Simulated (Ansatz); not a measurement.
Results of r²SCAN0 (PAW; Ansatz, a program for electronic structure) for CsGeCl3 (R3m, No. 160, 5 atoms in the cell; start mp-22988).

Excerpt of the program's output:

```
WARN output.stress: scf.exx.energy_threshold = 1e-6 eV is looser than the 5e-8 eV advised for a stress under a hybrid functional (1e-8 eV for each atom of the …
Crystal: 5 atoms, lattice volume = 149.336 Å³
Basis set: ecut = 520 eV, 3947 PW (Γ), exchange–correlation on 120×120×120 points (27 copies of the dense FFT grid, shifted against one another)
Bands: 27, of which v1, the nominal top of the filled ones, is band 22 counted from 1 (21 counted from 0)
Symmetry: 6 space group operations
Space group: R3m (ITA 160), of the structure as read, at distance tolerance 5.3e-5 Å
k-points: 13 of 64 (time reversal used)
Initial density: superposition of atomic densities (chi_scale 0.1, normalization cell, long waves kept (reshape's long-wave potential 0.00 eV rms))
Functional: x = r2scan, c = r2scan; τ floored in thin density (d = 2e-4 eV/Å³), warm-up for x = 0.75 r2scan + 0.25 exact, c = r2scan; τ floored in thin density (d = 2e-4 eV/Å³)
SCF iter   1: F=—  HF=-13248.105293 eV  |F-HF|=—  |Δ(HF+E_count)|=         —  Δρ=3.40e-2  dr2=2.51e0  dr2_τ=2.26e-2
SCF iter   2: F=—  HF=-13247.151275 eV  |F-HF|=—  |Δ(HF+E_count)|=   9.54e-1  Δρ=1.02e-2  dr2=2.02e-1  dr2_τ=2.44e-2
  ...
Crystal: 5 atoms, lattice volume = 149.336 Å³
Initial density: handed on by an earlier stage of this run
Functional: x = 0.75 r2scan + 0.25 exact, c = r2scan; τ floored in thin density (d = 2e-4 eV/Å³)
Crystal: 5 atoms, lattice volume = 149.336 Å³
SCF iter   5: F=—  HF=-13245.818849 eV  |F-HF|=—  |Δ(HF+E_count)|=   1.18e-9  Δρ=4.88e-7  dr2=1.16e-9  dr2_τ=8.16e-12
SCF iter   6: F=-13245.818849 eV  HF=-13245.818849 eV  |F-HF|=3.27e-11  |Δ(HF+E_count)|=   3.19e-9  Δρ=4.19e-7  dr2=2.10e-10  dr2_τ=4.14e-12
SCF 3 converged in 6 iterations: F = -13245.818849 eV  dr2 = 2.10e-10
Free energy (F): -13245.818849 eV
Internal energy: -13245.818849 eV  (E = F + TS)
E sigma→0 (E₀):  -13245.818849 eV
Fermi energy:    5.518723 eV
--- Forces (eV/Å), atoms counted from 1 ---
  atom   1  Cs     0.00000000     0.00000000     0.00233128
  atom   2  Ge    -0.00000000     0.00000002     0.36942627
  atom   3  Cl    -0.00000000     0.24159068    -0.12394556
  atom   4  Cl    -0.20922367    -0.12079535    -0.12394554
  atom   5  Cl     0.20922367    -0.12079535    -0.12394554
--- Stress (GPa, compression-positive) ---
        0.700714       0.000000       0.000000
        0.000000       0.700714       0.000000
        0.000000       0.000000       0.830466
  P = ⅓ Tr σ = 0.7440 GPa (7.440 kbar)
```

Problem. Write an input file that could have produced this run (the log leaves some choices open).

Solution. This is not unique; one that fits is 
Ansatz 0.2 input:
```yaml
crystal:
  lattice:
    - [3.7426891135, 2.1608427286, 3.0775514925]
    - [-3.7426891135, 2.1608427286, 3.0775514925]
    - [0.0, -4.3216849729, 3.0775518325]
  atoms:
    - { symbol: Cs, position: [0.9957375975, 0.9957375975, 0.9957375975] }
    - { symbol: Ge, position: [0.508674626, 0.508674626, 0.508674626] }
    - { symbol: Cl, position: [0.493838289, 0.493838289, 0.9638911986] }
    - { symbol: Cl, position: [0.9638911986, 0.493838289, 0.493838289] }
    - { symbol: Cl, position: [0.493838289, 0.9638911986, 0.493838289] }
basis:
  ecutwfc: 520
  ecutrho_ratio: 4
  xc_grid: 3
kpoints:
  mp_grid: { grid: [4, 4, 4] }
hamiltonian:
  xc: r2scan0
  dispersion: none
  pseudopotentials: { azcp: { folder: ./paw }, kind: paw }
scf:
  occupations: { method: fermi_dirac, width: 0.01 }
  convergence: { dr2_threshold: 0.0000000005 }
output:
  forces: true
  stress: true
  eigenvalues: true
```

The PAW data were made under PBE.

Note: cell and atoms aren't relaxed at this level (largest force component 0.37 eV/Å, pressure 0.7 GPa).

A start named mp-… is a Materials Project structure, which need not be a measured phase.
